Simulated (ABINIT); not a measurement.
Worked example: self-consistent single point of LaZnSbO (P4/nmm, 8 atoms in the cell) in ABINIT.

Method of the run: LDA (PW92), PAW (JTH v2.0 LDA PAW) (plane waves; ABINIT).

```
CELL_PARAMETERS angstrom
      4.26837     0.00000     0.00000
      0.00000     4.26837     0.00000
      0.00000     0.00000     9.71636
ATOMIC_POSITIONS crystal
  La 0.00000 0.50000 0.88069
  La 0.50000 0.00000 0.11931
  Zn 0.00000 0.00000 0.50000
  Zn 0.50000 0.50000 0.50000
  Sb 0.50000 0.00000 0.68015
  Sb 0.00000 0.50000 0.31985
  O  0.50000 0.50000 0.00000
  O  0.00000 0.00000 0.00000
```

Reference input (self-consistent single point, DFT, PBEsol, plane waves, PAW (JTH v2.0 PBE PAW, files made for PBE)): pseudos = [La.GGA_PBE-JTH.xml, Zn.GGA_PBE-JTH.xml, Sb.GGA_PBE-JTH.xml, O.GGA_PBE-JTH.xml]; ecut = 30 Ha; pawecutdg = 60 Ha; pawxcdev = 0; ixc = -116133; occopt = 7; tsmear = 0.00734986 Ha; ngkpt = 5 5 3; nshiftk = 1; shiftk = 0 0 0; potentials = JTH v2.0 PBE PAW; nband = 55. This run's input differs from it in these lines:

```diff
@@ -1,4 +1,4 @@
-# LaZnSbO, JTH v2.0 PBE PAW
+# LaZnSbO, JTH v2.0 LDA PAW
 pp_dirpath "./"
-pseudos "La.GGA_PBE-JTH.xml, Zn.GGA_PBE-JTH.xml, Sb.GGA_PBE-JTH.xml, O.GGA_PBE-JTH.xml"
+pseudos "La.LDA_PW-JTH.xml, Zn.LDA_PW-JTH.xml, Sb.LDA_PW-JTH.xml, O.LDA_PW-JTH.xml"
 acell 3*1.0 Angstrom
@@ -24,3 +24,3 @@
 pawxcdev 0
-ixc -116133
+ixc 7
 occopt 7
```

Its files differ too (potentials: JTH v2.0 PBE PAW → JTH v2.0 LDA PAW).

Output, abridged:

```
--- !BeginCycle
solver: {iscf: 17, nstep: 80, nline: 4, wfoptalg: 10, }
tolerances: {tolvrs: 1.00E-10, }
...

     iter   Etot(hartree)      deltaE(h)  residm     nres2
 ETOT  1  -377.61296324464    -3.776E+02 9.142E+00 2.060E+03
 ETOT  2  -398.67638748558    -2.106E+01 2.308E+00 1.925E+03
 ETOT  3  -394.26689652125     4.409E+00 1.105E+00 8.716E+02
 ETOT  4  -392.27343724101     1.993E+00 2.162E-01 1.644E+02
 ETOT  5  -392.27954860324    -6.111E-03 1.810E-01 1.317E+02
   [... 17 lines left out ...]
 ETOT 23  -391.63958759472     3.049E-10 7.143E-04 6.343E-09
 ETOT 24  -391.63958759475    -2.950E-11 1.213E-03 2.299E-09
 ETOT 25  -391.63958759475    -5.002E-12 5.310E-04 1.060E-10
 ETOT 26  -391.63958759475     6.708E-12 8.564E-04 8.908E-12
 At SCF step   26       nres2   =  8.91E-12 < tolvrs=  1.00E-10 =>converged.

 Cartesian components of stress tensor (hartree/bohr^3)
  sigma(1 1)=  2.36699450E-04  sigma(3 2)=  0.00000000E+00
  sigma(2 2)=  2.36699450E-04  sigma(3 1)=  0.00000000E+00
  sigma(3 3)=  2.26998454E-04  sigma(2 1)=  0.00000000E+00

 ----iterations are completed or convergence reached----

 reduced coordinates (array xred) for    8 atoms
      -0.000000001096      0.499999998904      0.880689996152
       0.499999998904     -0.000000001096      0.119309999478
      -0.000000001096     -0.000000001096      0.499999997815
       0.499999998904      0.499999998904      0.499999997815
       0.499999998904     -0.000000001096      0.680149997027
      -0.000000001096      0.499999998904      0.319849998604
   [... lines left out ...]
 Fermi (or HOMO) energy (hartree) =   0.22661   Average Vxc (hartree)=  -0.37248
   [... lines left out ...]
'-kT*entropy'       : -6.09359530478680E-04
total_energy        : -3.91639586549108E+02
total_energy_eV     : -1.06570551243595E+04
...

-Cartesian components of stress tensor (GPa)         [Pressure= -6.8688E+00 GPa]
- sigma(1 1)=  6.96393707E+00  sigma(3 2)=  0.00000000E+00
- sigma(2 2)=  6.96393707E+00  sigma(3 1)=  0.00000000E+00
- sigma(3 3)=  6.67852397E+00  sigma(2 1)=  0.00000000E+00

 Calculation completed.
```

The run converged in 26 iterations. Against the reference run the pressure goes from -4.58 to -6.87 GPa and the largest force goes from 0.283 to 0.463 eV/Å.

The starting cell comes from a database of computed structures (which also holds hypothetical and non-ambient phases and stackings), without a prior relaxation at this level. Its lattice was rescaled by a random factor within 2.5 % of one. With a pressure of about -7 GPa the cell is away from its equilibrium volume at this level.

Cost on one core of a shared machine: roughly 6 min.
